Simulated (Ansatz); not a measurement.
Base system: YC$_{2}$ (space group I4/mmm, No. 139; relaxed with 0.1 eV smearing).

```
CELL_PARAMETERS angstrom
     -1.81203     1.81203     3.07557
      1.81203    -1.81203     3.07557
      1.81203     1.81203    -3.07557
ATOMIC_POSITIONS crystal
  Y  0.00000 0.00000 0.00000
  C  0.60566 0.60566 0.00000
  C  0.39434 0.39434 0.00000
```

Cartesian axes are those of the cell as printed.

Computed with PBEsol (Ansatz, an electronic-structure program; PAW; 420 eV plane waves; no SOC).

Modification: compressive biaxial strain of 0.53 % in the plane normal to [001], as in epitaxy on a mismatched substrate; the out-of-plane cell vector and the atoms relax.

Problem. What happens to the in-plane stress, out-of-plane strain and energy relative to the base?

Solution. The mean in-plane stress (compression positive) amounts to +1.5 GPa; the out-of-plane strain comes out as +0.05 %; the energy rises by 0.7 meV/atom.

No phonon test of stability was made. All final runs are without spin polarisation. An odd electron count without spin: YC2.
